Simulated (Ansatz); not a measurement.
Reference: BN (P6_3mc), r2SCAN, rigid bands (plane waves, PAW, scalar-relativistic; Ansatz, a first-principles code); axes and stresses refer to this cell.

```xyz
4
Lattice="2.5410 0.0000 0.0000 -1.2705 2.2006 0.0000 0.0000 0.0000 4.2033" Properties=species:S:1:pos:R:3 pbc="T T T"
B      0.0000     1.4671     0.0011
B      1.2705     0.7335     2.1028
N      0.0000     1.4671     1.5751
N      1.2705     0.7335     3.6768
```

The electron conductivity mass comes out as 0.41 mₑ and the hole mass along z comes out as 1.25 mₑ. The hole mass along x is 0.81 mₑ.

```tsv
Change	electron conductivity mass	hole mass along z	hole mass along x
biaxial stress in the c plane of -36 GPa (compression positive)	0.42 mₑ	1.16 mₑ	0.96 mₑ
hydrostatic pressure of -18 GPa (compression positive)	0.42 mₑ	1.29 mₑ	…
hydrostatic pressure of 54 GPa (compression positive)	0.39 mₑ	…	0.80 mₑ
hydrostatic pressure of 9 GPa (compression positive)	0.40 mₑ	…	0.81 mₑ
uniaxial stress along c of 36 GPa (compression positive)	0.40 mₑ	…	0.93 mₑ
uniaxial stress along c of 9 GPa (compression positive)	0.41 mₑ	1.22 mₑ	0.83 mₑ
```

Task: Fill in the missing entries.

Result: 
- hydrostatic pressure of -18 GPa (compression positive), hole mass along x: 0.82 mₑ
- hydrostatic pressure of 54 GPa (compression positive), hole mass along z: 1.19 mₑ
- hydrostatic pressure of 9 GPa (compression positive), hole mass along z: 1.24 mₑ
- uniaxial stress along c of 36 GPa (compression positive), hole mass along z: 1.13 mₑ

Masses are for dilute carriers at 300 K, harmonic means over directions unless an axis is named. Spin-orbit coupling is left out unless a row names it. Stresses and pressures are the targets of the relaxation.  The structure type is held under load, also where the real crystal would transform.
